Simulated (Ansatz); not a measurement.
BN in the h-BN type structure (space group P6_3/mmc, No. 194; layered, stacked along the Cartesian z axis)

```
BN
1.0
    2.50580     0.00000     0.00000
   -1.25290     2.17009     0.00000
    0.00000     0.00000     6.61621
B N
2 2
Direct
  0.33333   0.66667   0.25000
  0.66667   0.33333   0.75000
  0.33333   0.66667   0.75000
  0.66667   0.33333   0.25000
```

Level of theory: PBE-D3(BJ) (Ansatz, a quantum-chemistry and plane-wave program; PAW; 420 eV plane waves; spin-orbit coupling left out), earlier PAW set. Settings: 15×15×5 k-points, 0.05 eV Fermi–Dirac smearing.

```yaml
volume_per_atom: 8.99 Å³
density: 2.29 g/cm³
band_gap: 4.24 eV, indirect, k = (0.267, 1/3, 0) in the run's primitive reciprocal basis → M
total_energy: -271.347 eV/atom (σ→0; compares only within this code and set-up)
```

Stability against distortions was not tested.
